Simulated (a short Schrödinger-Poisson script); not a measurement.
System: symmetric double-gate stack, SiO2 on p-type GaAs, at 77 K.

| layer | material | thickness (nm) | Na (cm⁻³) |
|---|---|---|---|
| 1 | SiO2 | 1.2 | - |
| 2 | GaAs | 5 | 1e15 |
| 3 | SiO2 | 1.2 | - |

Constants are typed, rounded textbook-type inputs, not results; the design itself was drawn at random and stands for no fabricated device. SiO2: permittivity 3.9, conduction-band edge (eV) 3.17, gap (eV) 9, electron mass (mₑ) 0.5. GaAs: permittivity 12.9, conduction-band edge (eV) 0, gap (eV) 1.424, Nv at 300 K (cm⁻³) 9e18.

Channel valleys (confinement mass, in-plane density-of-states mass, number): Γ 0.067, 0.067, 1. At the gates, both at one voltage, the conduction-band edge of layer 1 lies 3.18 eV − eVg above the Fermi level of the channel. Gaps are held at their typed values at every temperature. Mesh 0.03 nm at interfaces.

Solved with a short Schrödinger-Poisson script written for these runs: 1D Poisson equation in equilibrium, electrons quantum, Hartree (BenDaniel-Duke, 12 states a valley, the channel's in-plane mass for all, wave functions free to enter the dielectric), parabolic valleys, classical holes, full ionisation, no traps, pinning or gate leakage.

The same stack at other levels of the model or other numerical settings:

```tsv
run	sheet density of all electrons at Vg = 0.7 V (cm⁻²)	sheet density of all electrons at Vg = 0.1 V (cm⁻²)	capacitance of both gates at Vg = 0.7 V (μF/cm²)	rough cost against the base
base	8.16e12	9.38e9	2.26	about 1
electrons treated as classical, Boltzmann	2.23e13	?	?	0.1
electrons treated as classical, Fermi-Dirac	9.22e12	6.86e11	2.63	0.2
electrons treated as quantum, Hartree plus LDA exchange-correlation	8.57e12	?	2.29	2
mesh six times as coarse	8.07e12	4.37e9	2.25	0.4
one subband a valley	8.16e12	9.38e9	2.26	0.4
```

Q: Complete the blanks.

A: 
- electrons treated as quantum, Hartree plus LDA exchange-correlation, sheet density of all electrons at Vg = 0.1 V (cm⁻²): 1.67e10
- electrons treated as classical, Boltzmann, sheet density of all electrons at Vg = 0.1 V (cm⁻²): 1.95e12
- electrons treated as classical, Boltzmann, capacitance of both gates at Vg = 0.7 V (μF/cm²): 5.61

The classical rows ignore confinement, and Boltzmann statistics overrate the density once the band edge passes the Fermi level.

Above a few 1e12 electrons/cm² a light Γ valley is non-parabolic and upper valleys begin to fill, which the model leaves out.
